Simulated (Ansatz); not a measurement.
Consider CoO in the rock salt structure (space group Fm-3m, No. 225; a = 4.248 Å; ferromagnetic).

Level of theory: Ansatz (a first-principles code) PBE, spin-orbit coupling left out.

Before the change:

| Property | Value |
|---|---|
| Density | 6.49 g/cm³ |
| Magnetic state | ferromagnetic |
| Largest site moment | 2.48 μB |

Now apply this change: cell and atoms relaxed at a pressure of 7.5 GPa.

**Question.** How does this affect the density, magnetic state and largest site moment?

**Answer.** The density grows by 0.292 g/cm³, from 6.49 g/cm³ to 6.79 g/cm³; the magnetic state stays ferromagnetic; the largest site moment falls by 0.13 μB to 2.35 μB.

Load acts through the strain it causes; cell and atoms are relaxed under it. Stability against distortions was not tested. No other phases were tried under pressure. No Hubbard U is applied and the magnetic state is the run's own (CoO ferromagnetic); small cells can't hold the antiferromagnetic order that many such compounds have, so gaps and moments can be off. In its common phase, real CoO is an antiferromagnetic insulator at low temperature.
